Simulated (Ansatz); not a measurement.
The starting structures come from a database of crystals and need not be the phases stable at ambient conditions.

Tunnelling through a barrier is set by its complex band structure: the current falls as exp(−2κd) with the smallest κ.

Here is the system:

```xyz
5
Lattice="6.8129 0.0000 0.0000 0.0000 6.9549 0.0000 0.0000 3.4775 2.0077" Properties=species:S:1:pos:R:3 pbc="T T T"
Ca     0.0000     0.0000     0.0000
Zn     2.4984     4.6366     0.0000
Zn     4.3145     2.3183     0.0000
P      1.7969     2.3183     0.0000
P      5.0160     4.6366     0.0000
```

Space group of this cell: P-3m1. The cell is taken as given.

Transport runs along the normal of the first two printed cell vectors, the (110) plane of the conventional cell.

The gap is the functional's own. No spin-orbit coupling. Mid-gap values are interpolated on the energy grid.

Q: Give the band gap and the smallest decay constant κ at mid-gap that r2SCAN (Ansatz, an electronic-structure program) yields.

A: Gap 1.11 eV on a 6×14×14 mesh; κ = 0.114 1/Å, at the zone centre.
